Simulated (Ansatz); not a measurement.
What biaxial strain −2.50 %, plane normal [001], relaxed out of plane does to GaSb

Base system: GaSb in the zinc blende structure (space group F-43m, No. 216; a = 6.132 Å). Axes: x, y, z lie along the cube axes.

It is then changed as follows: biaxial strain −2.50 %, plane normal [001], relaxed out of plane (Cartesian); in-plane vectors clamped, the third vector and the atoms free.

All numbers come from r2SCAN (Ansatz, a program for electronic structure; PAW; 500 eV plane waves; scalar-relativistic without spin-orbit coupling). Γ-centred 13×13×13 mesh, Fermi–Dirac width 0.05 eV.

```json
[
 {"quantity": "volume per atom", "base": "28.83 Å³", "changed": "27.98 Å³", "shift": "-0.842 Å³"},
 {"quantity": "shortest interatomic distance", "base": "2.655 Å", "changed": "2.631 Å", "shift": "-0.0249 Å"},
 {"quantity": "energy relative to the base (free energy F)", "base": "0 meV/atom", "changed": "+11 meV/atom", "shift": "+11 meV/atom"},
 {"quantity": "pressure (mean of the normal stresses, compression positive)", "base": "0.01 GPa", "changed": "1.68 GPa", "shift": "+1.676 GPa"},
 {"quantity": "band gap", "base": "0.41 eV", "changed": "0.52 eV", "shift": "+0.11 eV"},
 {"quantity": "gap character", "base": "direct at Γ", "changed": "direct at Γ", "shift": "–"},
 {"quantity": "electron mass", "base": "0.023 mₑ (at Γ)", "changed": "0.040 mₑ out of plane, 0.029 mₑ in plane (at Γ)", "shift": "–"},
 {"quantity": "valence-band top at Γ (three highest levels, from the VBM)", "base": "0.00, 0.00, 0.00 eV", "changed": "0.00, 0.00, -0.31 eV", "shift": "–"},
 {"quantity": "valley order (the lowest conduction-band minima on the path, energy above the VBM, named in the base's zone)", "base": "Γ 0.41 eV; L along ⟨111⟩ 0.68 eV; a point along ⟨100⟩, about 0.9 Å⁻¹ from Γ 1.10 eV", "changed": "Γ 0.52 eV; L along [111] 0.61 eV; a point along [010], about 0.8 Å⁻¹ from Γ 0.83 eV; a point along [001], about 0.9 Å⁻¹ from Γ 1.23 eV", "shift": "–"},
 {"quantity": "out-of-plane strain", "base": "–", "changed": "+2.12 %", "shift": "–"},
 {"quantity": "ratio −ε⊥/ε∥", "base": "–", "changed": "0.85", "shift": "–"},
 {"quantity": "mean in-plane stress (compression positive)", "base": "–", "changed": "+2.5 GPa", "shift": "–"}
]
```

Final structure (turned so that z lies along the plane normal):

```yaml
crystal:
  lattice:
    - [4.22783, 0.00000, 0.00000]
    - [0.00000, 4.22783, 0.00000]
    - [2.11392, -2.11392, 3.13120]
  atoms:
    - { symbol: Ga, position: [0.00000, 0.00000, 0.00000] }
    - { symbol: Sb, position: [0.75000, 0.75000, 0.50000] }
```

Cost of the whole job for the changed cell (relaxation, final SCF and bands): around 4 core-minutes (rough).

With Sb present, leaving out spin-orbit coupling can change the band edges. Masses are band curvatures over ±0.01 Å⁻¹ around the edge. Stability against distortions was not tested. Labels are those of the standard path for the cell's own space group.
